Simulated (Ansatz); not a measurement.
The structure below was relaxed with PBE-D3(BJ) (Ansatz, a quantum-chemistry and plane-wave program), no SOC, earlier PAW set, at pressure 75 GPa.

Space group R3m, hexagonal axes (No. 160); a = b = 2.8279 Å, c = 14.9766 Å, α = β = 90.00°, γ = 120.00°

```
atom  site  symmetry       x       y       z
----  ----  --------  ------  ------  ------
Mo      3a        3m  0.0000  0.0000  0.9994
S       3a        3m  0.0000  0.0000  0.2282
S       3a        3m  0.0000  0.0000  0.4392
```

**Question.** Write out a cell with all atoms.

**Answer.** 
```cif
data_Mo3S6
_chemical_formula_sum 'Mo3 S6'
_space_group_name_H-M_alt 'P 1'
_space_group_IT_number 1
_cell_length_a 2.82786
_cell_length_b 2.82786
_cell_length_c 14.97665
_cell_angle_alpha 90.000
_cell_angle_beta 90.000
_cell_angle_gamma 120.000
loop_
_space_group_symop_operation_xyz
  'x, y, z'
loop_
_atom_site_label
_atom_site_type_symbol
_atom_site_fract_x
_atom_site_fract_y
_atom_site_fract_z
_atom_site_occupancy
Mo1 Mo 0.66667 0.33333 0.33269 1
S1 S 0.00000 0.00000 0.22818 1
S2 S 0.33333 0.66667 0.10583 1
Mo2 Mo 0.33333 0.66667 0.66603 1
S3 S 0.66667 0.33333 0.56151 1
S4 S 0.00000 0.00000 0.43916 1
Mo3 Mo 0.00000 0.00000 0.99936 1
S5 S 0.33333 0.66667 0.89485 1
S6 S 0.66667 0.33333 0.77249 1
```
This is the conventional cell.

A case with no gap was solved on a k-mesh chosen for an insulator, which is coarse for it. Load acts through the strain it causes; cell and atoms are relaxed under it. Whether these cells are dynamically stable was not tested. No other phases were tried under pressure. The final runs are not spin-polarised. The cell was made from MoS2 in the 3R-MoS2 type structure (space group R3m, No. 160; layered, stacked along the Cartesian z axis) by this change: pressure 75 GPa.
